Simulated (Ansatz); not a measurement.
Here is the system:

```
CELL_PARAMETERS angstrom
      0.00000     2.39392     2.39392
      2.39392     0.00000     2.39392
      2.39392     2.39392     0.00000
ATOMIC_POSITIONS crystal
  Ca 0.00000 0.00000 0.00000
  O  0.50000 0.50000 0.50000
```

No spin polarisation.

Method: PBE/PAW in Ansatz (a quantum-chemistry and plane-wave program), spin-orbit coupling left out. k-mesh 12×12×12 (Γ-centred); smearing 0.05 eV (Fermi–Dirac).

**Question.** What electron mass does the calculation give?

**Answer.** 1.4 mₑ along k, 0.43 mₑ across (at X).

**Question.** Estimate the gap character.

**Answer.** Indirect, Γ → X.

**Question.** Estimate the smallest direct gap.

**Answer.** 4.02 eV.

**Question.** What band gap does the calculation give?

**Answer.** 3.65 eV.

Load acts through the strain it causes; cell and atoms are relaxed under it. Masses are band curvatures over ±0.01 Å⁻¹ around the edge. Along k means along the line from Γ to the band edge. No phonon test of stability was made. The cell was made from CaO in the rock salt structure (space group Fm-3m, No. 225) by this change: pressure 3 GPa.
